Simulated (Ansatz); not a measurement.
The starting structures come from a database of crystals and need not be the phases stable at ambient conditions.

By PBEsol, the system below comes out a metal.

A figure of merit of an interconnect metal is its ballistic conductance per area.

Here is the system:

```
AlTi
1.0
    3.17906     0.00000     0.00000
    0.00000     3.17906     0.00000
    0.00000     0.00000     3.17906
Ti Al
1 1
Cartesian
  0.00000   0.00000   0.00000
  1.58953   1.58953   1.58953
```

The cell is taken as given; by PBEsol it stands under a pressure of -2.5 GPa.

The current flows along the normal of the first two printed cell vectors, the (001) plane of the conventional cell. No spin-orbit coupling; the value is a mean over 0.1 eV about the Fermi level.

Task: Give the ballistic conductance per area that PBEsol (Ansatz, an electronic-structure program) yields.

Result: 0.84 × 10¹⁵ S/m² for both spins.
